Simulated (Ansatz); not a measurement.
## Short convergence ladders for LuNi4Sn (R3m, 6 atoms in the cell)

```
CELL_PARAMETERS angstrom
      0.00000     3.51295     3.51295
      3.51295     0.00000     3.51295
      3.51295     3.51295     0.00000
ATOMIC_POSITIONS crystal
  Lu 0.00411 0.00411 0.00411
  Ni 0.62479 0.62479 0.62479
  Ni 0.12563 0.62479 0.62479
  Ni 0.62479 0.62479 0.12563
  Ni 0.62479 0.12563 0.62479
  Sn 0.25000 0.25000 0.25000
```

Base method: LDA (PW92), default PAW files made with PBE (plane waves; Ansatz, a first-principles code).

Base settings: basis.ecutwfc = 30.9 Ry; kpoints.mp_grid.grid = 5 5 5; hamiltonian.xc = lda; hamiltonian.pseudopotentials = {kind: paw} (the program's default PAW files); scf.occupations.method = gaussian; scf.occupations.width = 0.0073 Ry.

The count of work is k-points × plane waves × bands × iterations; it is no time. Core times come from one kind of shared machine, to one figure; runs under 30 s give none.

**The cutoff for other potential files**

Level: DFT, LDA (PW92), plane waves, harder PAW files (source: ansatz) made with PBE.

In this ladder: hamiltonian.pseudopotentials = {kind: paw, source: ansatz}.

The second cell is the first with its lattice scaled by 0.98.

The mesh stays at the base's, so the ladder's end is converged at best in this setting alone.

The first pressure column holds Ansatz's estimate of the finite-basis (Pulay) stress, which hides part of the cutoff error; the other is without it.

Only quantities that move along the ladder and can be compared are tabulated.

| basis.ecutwfc | free energy less the last step's (meV/atom) | energy of the compressed cell less the first (meV/atom) | pressure (GPa) | pressure without the Pulay estimate (GPa) | largest difference of a force vector from the last step's (eV/Å) | count of work / last | core time / last (rough) |
|---|---|---|---|---|---|---|---|
| 30.5 Ry | 7078.29 | 3.02 | -16.39 | -425.53 | 0.116 | 0.12 | – |
| 37.1 Ry | 1275.59 | -20.40 | -12.53 | -102.02 | 0.030 | 0.14 | – |
| 47.4 Ry | 88.67 | -47.58 | -12.73 | -21.11 | 0.001 | 0.21 | 0.3 |
| 57.3 Ry | 7.16 | -48.06 | -12.82 | -13.43 | 0.000 | 0.27 | 0.3 |
| 67.6 Ry | 2.17 | -48.11 | -12.82 | -12.89 | 0.000 | 0.36 | 0.4 |
| 81.2 Ry | 1.08 | -48.13 | -12.82 | -12.86 | 0.000 | 0.46 | 0.5 |
| 101.4 Ry | 0.25 | -48.13 | -12.83 | -12.84 | 0.000 | 0.65 | 0.7 |
| 135.2 Ry | 0.00 | -48.13 | -12.83 | -12.83 | 0.000 | 1.0 | 1 |

Coarsest basis.ecutwfc that holds the pressure without the Pulay estimate within 1 GPa of the last step, with all finer ones: 57.3 Ry, at 0.27 of the last step's count of work and about 0.3 of the last step's time; the step before is off by 8.3 GPa.

Coarsest basis.ecutwfc that holds the free energy within 5 meV/atom of the last step, with all finer ones: 67.6 Ry, at 0.36 of the last step's count of work and about 0.4 of the last step's time; the step before is off by 7.2 meV/atom.

Coarsest basis.ecutwfc that holds the energy of the compressed cell less the first within 1 meV/atom of the last step, with all finer ones: 47.4 Ry, at 0.21 of the last step's count of work and about 0.3 of the last step's time; the step before is off by 28 meV/atom.

The energy difference between the two cells stays within 1 meV/atom of the last step's from 47.4 Ry on, the total only from 101.4 Ry on: much of the error is common to both cells and cancels.

At the lowest cutoff the pressure without the Pulay estimate lies 413 GPa under the last step's, the usual sign of Pulay stress in an incomplete plane-wave basis.

**The density cutoff**

The second cell is the first with its lattice scaled by 0.98.

The mesh stays at the base's, so the ladder's end is converged at best in this setting alone.

Only quantities that move along the ladder and can be compared are tabulated.

| basis.ecutrho_ratio | free energy less the last step's (meV/atom) | energy of the compressed cell less the first (meV/atom) | pressure (GPa) |
|---|---|---|---|
| 2 | -4.62 | -49.09 | -12.41 |
| 3 | -0.10 | -47.91 | -12.78 |
| 4 | 0.00 | -47.92 | -12.79 |
| 5 | 0.00 | -47.92 | -12.79 |
| 6 | 0.00 | -47.92 | -12.79 |
| 8 | 0.00 | -47.92 | -12.79 |
| 10 | 0.00 | -47.92 | -12.79 |
| 12 | 0.00 | -47.92 | -12.79 |
| 16 | 0.00 | -47.92 | -12.79 |

Coarsest basis.ecutrho_ratio that holds the energy of the compressed cell less the first within 0.5 meV/atom of the last step, with all finer ones: 3; the step before is off by 1.2 meV/atom.

Coarsest basis.ecutrho_ratio that holds the pressure within 0.1 GPa of the last step, with all finer ones: 3; the step before is off by 0.37 GPa.

Coarsest basis.ecutrho_ratio that holds the free energy within 0.5 meV/atom of the last step, with all finer ones: 3; the step before is off by 4.6 meV/atom.

**The relaxed cell against the cutoff**

On LuNi4Sn (F-43m, 6 atoms in the cell): atoms on their sites.

In this ladder: relax = cell and atoms.

The mesh stays at the base's, so the ladder's end is converged at best in this setting alone.

Only quantities that move along the ladder and can be compared are tabulated.

| basis.ecutwfc | relaxed volume (Å³/atom) | relaxation steps | core time / last (rough) |
|---|---|---|---|
| 21.7 Ry | 13.421 | 15 | 0.9 |
| 26.1 Ry | 13.213 | 10 | 0.8 |
| 30.9 Ry | 13.210 | 5 | 0.6 |
| 37.1 Ry | 13.207 | 5 | 0.7 |
| 46.3 Ry | 13.207 | 5 | 0.9 |
| 61.7 Ry | 13.206 | 5 | 1 |

Coarsest basis.ecutwfc that holds the relaxed volume within 0.026 Å³/atom of the last step, with all finer ones: 26.1 Ry; the step before is off by 0.21 Å³/atom.

At the lowest cutoff the cell relaxes to a volume 1.6 % larger than at the highest. Ansatz relaxes on a stress corrected for the finite basis.

On the base run: the starting cell comes from a database of computed structures (which also holds hypothetical and non-ambient phases and stackings), without a prior relaxation at this level. Its lattice was rescaled by up to half a per cent. One atom was moved a little off its site on purpose. Spin polarisation is off.

Left out of this page: 2 runs of the series stopped by limits of time or memory.

Keys are those of Ansatz 0.2.
